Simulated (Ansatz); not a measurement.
F on the 1x1 (100) surface of fcc Cu, one in a 3x3 cell, energies for each (59.3 Å²). Energies are against ½ F2(g), without zero-point or thermal terms; each row is named by its start.

All values below come from PBE (plane waves to 420 eV, PAW; Ansatz, a quantum-chemistry and plane-wave program).

**Question.** Which site binds most strongly?
(A) top Cu
(B) bridge Cu-Cu (span 2.6 Å)
(C) hollow Cu-Cu-Cu-Cu over Cu at depth 1.8 Å

**Answer.** B, bridge Cu-Cu (span 2.6 Å). Adsorption energies: bridge Cu-Cu (span 2.6 Å) -2.95 eV; hollow Cu-Cu-Cu-Cu over Cu at depth 1.8 Å -2.89 eV; top Cu -2.52 eV.
